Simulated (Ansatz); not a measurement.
Consider Ru in the hcp (Mg type) structure (space group P6_3/mmc, No. 194; a = 2.6756 Å, c = 4.2237 Å; relaxed with 0.1 eV smearing). Axes: x lies along a and z along c of the hexagonal cell.

Level of theory: LDA, PAW, 420 eV (Ansatz, a program for electronic structure; no SOC).

Before the change:

The pressure is 0.0 GPa. The band gap comes out as zero.

Now apply this change: biaxial strain +1.00 %, plane normal [001], relaxed out of plane (Cartesian); in-plane vectors clamped, the third vector and the atoms free.

**Question.** What does the calculation give for the pressure, out-of-plane strain and band gap after the change?

**Answer.** The pressure (mean of the normal stresses, compression positive) goes from zero to -4.8 GPa; the out-of-plane strain is -0.55 %; the band gap remains zero.

No phonon test of stability was made. All final runs are without spin polarisation.
